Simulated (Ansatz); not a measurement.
## FeO in the rock salt structure (space group Fm-3m, No. 225; ferromagnetic)

```yaml
crystal:
  lattice:
    - [0.00000, 2.12293, 2.12293]
    - [2.12293, 0.00000, 2.12293]
    - [2.12293, 2.12293, 0.00000]
  atoms:
    - { symbol: O, position: [0.00000, 0.00000, 0.00000] }
    - { symbol: Fe, position: [0.50000, 0.50000, 0.50000] }
```

Level of theory: PBEsol, PAW, 420 eV (Ansatz, an electronic-structure program; no spin-orbit coupling). k-mesh 19×19×19 (Γ-centred); smearing 0.05 eV (Fermi–Dirac).

The volume per atom comes out as 9.57 Å³, the density is 6.23 g/cm³ and the band gap is zero. The magnetic state is ferromagnetic and the total energy is -2504.421 eV/atom (σ→0; compares only within this code and set-up).

No phonon test of stability was made. No Hubbard U is applied and the magnetic state is the run's own (FeO ferromagnetic); other magnetic orders, which need larger cells, were not tried and can change the gap. In its common phase, real FeO is an antiferromagnetic insulator at low temperature.
